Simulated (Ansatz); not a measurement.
Cost and result by functional for the adsorption energy of Cl on the 1x1 (111) surface of fcc Ir, one in a 2x2 cell, started at the site 'bridge Ir-Ir (span 2.7 Å)', in Ansatz (plane waves, PAW). Single points on the PBE structure, on one kind of machine; costs are rough ratios of the slab run's core time (references not counted) to the cheapest single point. r2SCAN's cost holds its higher cutoff (500 against 420 eV). Differences are taken against r2SCAN for comparison alone: no measured value is at hand, so the table doesn't rank accuracy.

Slab: 17 atoms, 6.6 Å thick at the start under the adsorbate (thin: gaps and levels are the slab's own); k 6x6x1, smearing 0.1 eV, dipole-corrected; 8 atoms held, the rest relaxed; start symmetry kept, larger cells not searched; no spin, no spin-orbit, no U, no dispersion correction. At the end it is bonded to 3 Ir. In PBE it is, or lies within 0.03 eV of, the lowest of the starts that converged. These notes are the PBE run's. Adsorption energies are against ½ Cl2(g). A negative adsorption energy means that the adsorbate is more stable on the surface than in its reference.

```tsv
functional	relative cost	adsorption energy (eV)	less r2SCAN (eV)
RPBE	1	-1.13	0.58
r2SCAN	3	-1.71	0.00
PBE (the relaxed run's value)	–	-1.39	0.32
```

The values span 0.58 eV, while the single points' costs differ by a factor of roughly 3. Differences are of unrounded values.

Ansatz is a first-principles code.
